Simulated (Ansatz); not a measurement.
Partial pair distribution functions of a relaxed model of amorphous Al$_{28}$O$_{43}$Zn, broadened by 0.06 Å; density 3.17 g/cm³. Level of theory: PBE, scalar-relativistic without spin-orbit coupling (plane waves to 420 eV, PAW; Ansatz, a program for electronic structure).

Preparation: random packing, a CHGNet melt and quench, and a DFT relaxation. O atoms were pushed apart under 1.9 Å during the dynamics, to hinder bonds among them. The hot cell started wider than the set density and was brought back towards it in steps. It is the lowest in DFT energy of 2 quenches. It is a model cell: composition and starting density were chosen by hand, and all elements were melted together. No dispersion term was used. Its density started from a set value of 3.17 and ended at 3.17 g/cm³. The quench (nominally 340 K/ps over its main leg) was far faster than any real one, so the model tends to hold more defects than a real film. One small periodic cell is one sample of the glass; other quenches scatter about these values. The volume was held where the preparation left it and the shape relaxed, at a PBE pressure of 1.0 GPa. Stress components on the final sampling reach 1.1 GPa.

```json
[
 {"r (Å)": "1.50", "g Al-O": "0.00", "g O-Zn": "0.00", "g Al-Al": "0.00", "g O-O": "0.00"},
 {"r (Å)": "1.60", "g Al-O": "0.19", "g O-Zn": "0.00", "g Al-Al": "0.00", "g O-O": "0.00"},
 {"r (Å)": "1.70", "g Al-O": "3.07", "g O-Zn": "0.00", "g Al-Al": "0.00", "g O-O": "0.00"},
 {"r (Å)": "1.80", "g Al-O": "8.28", "g O-Zn": "0.39", "g Al-Al": "0.00", "g O-O": "0.00"},
 {"r (Å)": "1.90", "g Al-O": "5.79", "g O-Zn": "4.64", "g Al-Al": "0.00", "g O-O": "0.00"},
 {"r (Å)": "2.00", "g Al-O": "1.78", "g O-Zn": "6.06", "g Al-Al": "0.00", "g O-O": "0.00"},
 {"r (Å)": "2.10", "g Al-O": "0.46", "g O-Zn": "2.98", "g Al-Al": "0.00", "g O-O": "0.00"},
 {"r (Å)": "2.20", "g Al-O": "0.22", "g O-Zn": "0.63", "g Al-Al": "0.00", "g O-O": "0.00"},
 {"r (Å)": "2.30", "g Al-O": "0.12", "g O-Zn": "0.50", "g Al-Al": "0.00", "g O-O": "0.15"},
 {"r (Å)": "2.40", "g Al-O": "0.10", "g O-Zn": "1.68", "g Al-Al": "0.00", "g O-O": "0.77"},
 {"r (Å)": "2.50", "g Al-O": "0.23", "g O-Zn": "0.36", "g Al-Al": "0.02", "g O-O": "1.49"},
 {"r (Å)": "2.60", "g Al-O": "0.16", "g O-Zn": "0.00", "g Al-Al": "0.46", "g O-O": "1.88"},
 {"r (Å)": "2.70", "g Al-O": "0.05", "g O-Zn": "0.01", "g Al-Al": "1.40", "g O-O": "2.56"},
 {"r (Å)": "2.80", "g Al-O": "0.06", "g O-Zn": "0.36", "g Al-Al": "1.53", "g O-O": "3.02"},
 {"r (Å)": "2.90", "g Al-O": "0.25", "g O-Zn": "1.15", "g Al-Al": "1.53", "g O-O": "3.04"},
 {"r (Å)": "3.00", "g Al-O": "0.39", "g O-Zn": "0.23", "g Al-Al": "2.24", "g O-O": "2.13"},
 {"r (Å)": "3.10", "g Al-O": "0.51", "g O-Zn": "0.01", "g Al-Al": "2.88", "g O-O": "1.20"},
 {"r (Å)": "3.20", "g Al-O": "0.59", "g O-Zn": "0.23", "g Al-Al": "2.89", "g O-O": "1.05"},
 {"r (Å)": "3.30", "g Al-O": "0.82", "g O-Zn": "1.94", "g Al-Al": "2.41", "g O-O": "0.78"},
 {"r (Å)": "3.40", "g Al-O": "1.17", "g O-Zn": "1.64", "g Al-Al": "1.10", "g O-O": "0.54"},
 {"r (Å)": "3.50", "g Al-O": "1.26", "g O-Zn": "0.63", "g Al-Al": "1.07", "g O-O": "0.48"},
 {"r (Å)": "3.60", "g Al-O": "1.09", "g O-Zn": "2.47", "g Al-Al": "0.85", "g O-O": "0.66"},
 {"r (Å)": "3.70", "g Al-O": "1.18", "g O-Zn": "1.46", "g Al-Al": "0.59", "g O-O": "0.80"},
 {"r (Å)": "3.80", "g Al-O": "1.22", "g O-Zn": "0.99", "g Al-Al": "0.49", "g O-O": "0.48"},
 {"r (Å)": "3.90", "g Al-O": "1.22", "g O-Zn": "1.49", "g Al-Al": "0.54", "g O-O": "0.44"},
 {"r (Å)": "4.00", "g Al-O": "1.12", "g O-Zn": "1.11", "g Al-Al": "0.45", "g O-O": "0.49"},
 {"r (Å)": "4.10", "g Al-O": "1.40", "g O-Zn": "0.96", "g Al-Al": "0.26", "g O-O": "0.56"},
 {"r (Å)": "4.20", "g Al-O": "1.45", "g O-Zn": "0.45", "g Al-Al": "0.63", "g O-O": "0.62"},
 {"r (Å)": "4.30", "g Al-O": "1.48", "g O-Zn": "1.10", "g Al-Al": "0.70", "g O-O": "0.61"},
 {"r (Å)": "4.40", "g Al-O": "1.55", "g O-Zn": "1.66", "g Al-Al": "0.69", "g O-O": "0.52"}
]
```

Within 2.30 Å each Al has 4.64 O neighbours on average.
